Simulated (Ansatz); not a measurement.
## A computed series for NaF: pressure series

Consider NaF in the rock salt structure (space group Fm-3m, No. 225; a = 4.6291 Å).

Cell and atoms are relaxed at each pressure.

Calculations: PBEsol (Ansatz, a program for electronic structure; PAW; 420 eV plane waves; no spin-orbit coupling).

Candidates:
(a) pressure 10 GPa
(b) pressure 0.7 GPa
(c) pressure 0.3 GPa
(d) pressure −1 GPa
(e) pressure 7.5 GPa

Before the change:

| Property | Value |
|---|---|
| Band gap | 6.20 eV |

Order them by band gap, highest first.

(a) pressure 10 GPa (7.04 eV), (e) pressure 7.5 GPa (6.86 eV), (b) pressure 0.7 GPa (6.27 eV), (c) pressure 0.3 GPa (6.23 eV), (d) pressure −1 GPa (6.09 eV)

Load acts through the strain it causes; cell and atoms are relaxed under it. Stability against distortions was not tested. No other phases were tried under pressure.
